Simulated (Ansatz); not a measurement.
Ansatz (a quantum-chemistry and plane-wave program), DFT, HSE06, plane waves, its default PAW files: MoS2 sheet, 1x1, 3 atoms. Basis and mesh were picked for this test and aren't claimed converged.

Ansatz 0.2 input:
```yaml
crystal:
  lattice:
    - [3.16, 0.0, 0.0]
    - [-1.58, 2.73664, 0.0]
    - [0.0, 0.0, 17.13]
  atoms:
    - { symbol: Mo, position: [0.0, 0.0, 0.5] }
    - { symbol: S, position: [0.666667, 0.333333, 0.59136] }
    - { symbol: S, position: [0.666667, 0.333333, 0.40864] }
kpoints:
  mp_grid: { grid: [9, 9, 1] }
hamiltonian:
  xc: hse06
  pseudopotentials: { kind: paw }
scf:
  occupations: { method: fixed }
output:
  forces: true
```

```bash
OMP_NUM_THREADS=32 ANSATZ_TIMINGS=1 ansatz run --backend cpu --threads 32 --max-ram 3060MiB --events-out run.ndjson --runs-dir run.runs --progress --plain run.yaml
```

The program reports k-points after symmetry: 12, bands at the start: 17, electrons: 26, plane waves at Γ: 2841, cutoff (eV): 420, FFT grid: 24×24×120, symmetry operations: 12.

Machine: one whole node, Arm Neoverse V2, 96 cores on 1 socket, no SMT, 1 L3 cache group.

On 32 threads this takes 4.9 s. Each time is the median wall time of two to five repeats, run one at a time on the otherwise empty machine; start-up is included. Unless noted, each process is bound to its own block of adjacent cores. Build: release build for Arm (Neoverse V2), one process with threads. Other compilers and libraries give other times. Scratch files lie in a memory file system.

Problem. What should be changed to get the same answer (within 1.0 meV/atom in energy, 10 meV/Å in forces (largest component)) sooner? Keep to 32 cores.

Solution. This is not unique; one that fits is going from --max-ram 3060MiB to --max-ram 200GiB, the fastest of the measured ones that keep the result.

```diff
-OMP_NUM_THREADS=32 ANSATZ_TIMINGS=1 ansatz run --backend cpu --threads 32 --max-ram 3060MiB --events-out run.ndjson --runs-dir run.runs --progress --plain run.yaml
+OMP_NUM_THREADS=32 ANSATZ_TIMINGS=1 ansatz run --backend cpu --threads 32 --max-ram 200GiB --events-out run.ndjson --runs-dir run.runs --progress --plain run.yaml
```

Time: 4.9 s to 3.5 s (1.4× as fast). The largest move is in closing solve of the bands: 1.0 s to 0.22 s. These two results differ by: energy equal as printed, forces (largest component) equal as printed. Others tried: --max-ram 2080MiB (24 s).
